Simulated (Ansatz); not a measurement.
**A computed series for RuSi: pressure series**

Base system: RuSi (space group P2_13, No. 198; a = 4.705 Å).

Cell and atoms are relaxed at each pressure.

Method: r2SCAN, PAW, 500 eV (Ansatz, a first-principles code; no SOC).

Notes on the quantities. enthalpy: H = E + PV relative to the base's energy.

| change | band gap | volume per atom | enthalpy |
|---|---|---|---|
| base | 0.31 eV | 13.02 Å³ | – |
| pressure −2 GPa | 0.30 eV | ___ | -0.16 eV/atom |
| pressure −1 GPa | 0.31 eV | 13.08 Å³ | -0.08 eV/atom |
| pressure 1.8 GPa | 0.31 eV | 12.91 Å³ | +0.15 eV/atom |
| pressure 4.2 GPa | 0.31 eV | 12.78 Å³ | +0.34 eV/atom |
| pressure 9 GPa | 0.32 eV | 12.55 Å³ | +0.72 eV/atom |
| pressure 30 GPa | 0.32 eV | ___ | +2.31 eV/atom |
| pressure 60 GPa | 0.30 eV | 10.96 Å³ | +4.43 eV/atom |

Q: Some entries are withheld; estimate them.

A: 
- pressure −2 GPa, volume per atom: 13.14 Å³
- pressure 30 GPa, volume per atom: 11.75 Å³

Load acts through the strain it causes; cell and atoms are relaxed under it. Stability against distortions was not tested. Competing high-pressure phases were not computed.
